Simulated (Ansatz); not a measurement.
## W₅Si₃ (I4/mcm): band-structure transport figures

```xyz
16
Lattice="-4.7965 4.7965 2.4668 4.7965 -4.7965 2.4668 4.7965 4.7965 -2.4668" Properties=species:S:1:pos:R:3 pbc="T T T"
Si     0.0000     0.0000     1.2334
Si     0.0000     0.0000     3.7001
Si     3.1824     1.6141     2.4668
Si     1.6141     3.1824     0.0000
Si    -1.6141     3.1824     2.4668
Si     6.4106     1.6141     0.0000
W      4.0787     2.6461     0.0000
W      0.7178     2.1504     2.4668
W      2.1504    -0.7178     2.4668
W      2.6461     5.5142     0.0000
W      4.0787    -2.6461     2.4668
W      0.7178     7.4426     0.0000
W      2.1504     0.7178     0.0000
W      2.6461     4.0787     2.4668
W      4.7965     0.0000     1.2334
W      0.0000     4.7965     1.2334
```

All values below come from PBEsol, rigid bands (plane waves, PAW, scalar-relativistic; Ansatz, an electronic-structure program). How the cell was made: cell and atoms relaxed with PBEsol.

```json
{
 "density of states at the Fermi level": "8.06 states/(eV·cell), both spins",
 "bare Sommerfeld coefficient": "1.19 mJ/(mol of atoms·K²)",
 "drude_plasma_energy": "3.7 (x), 3.7 (y), 3.4 (z) eV",
 "root-mean-square Fermi velocity": "3.7e5 m/s",
 "resistivity times τ": "36 (x), 36 (y), 41 (z) ×10⁻²² Ω·m·s"
}
```

A metal at this level (no band gap); rigid bands, thermally averaged at 300 K, both spins. Spin-orbit coupling is left out, which matters with elements this heavy. τ is one relaxation time for all states.

Computed structure with no diffraction record at hand here (it may be known, metastable or hypothetical): W5Si3 (I4/mcm).
